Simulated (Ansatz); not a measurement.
Consider Ti in the hcp (Mg type) structure (space group P6_3/mmc, No. 194; a = 2.9363 Å, c = 4.6372 Å). Axes: x lies along a and z along c of the hexagonal cell.

Calculations: DFT with r2SCAN, PAW potentials and a 500 eV plane-wave cutoff in Ansatz (an electronic-structure program), no spin-orbit coupling, earlier PAW set.

For the base:

| Quantity | Result |
|---|---|
| Shortest interatomic distance | 2.872 Å |
| Band gap | zero |

Now apply this change: a free-standing slab of 3 layers (3 atoms, 1 a layer) is cut normal to the z axis, with 15 Å of vacuum and the in-plane cell held at bulk.

### Question
Predict the new shortest interatomic distance, excess energy per area of both faces, change of the spacing d12 from its bulk value of 2.319 Å and band gap.

### Answer
The shortest interatomic distance shrinks by 0.0836 Å, from 2.872 Å to 2.789 Å; the excess energy per area of both faces (slab less bulk energy over the cell's area: twice a surface energy) is 4.5 J/m² (uncertain by up to 0.06 J/m²); the change of the spacing d12 from its bulk value of 2.319 Å comes out as -4.5 %; the band gap is still zero.

Slab and bulk use different k-meshes, which limits the precision of the excess energy. No phonon test of stability was made. All final runs are without spin polarisation.
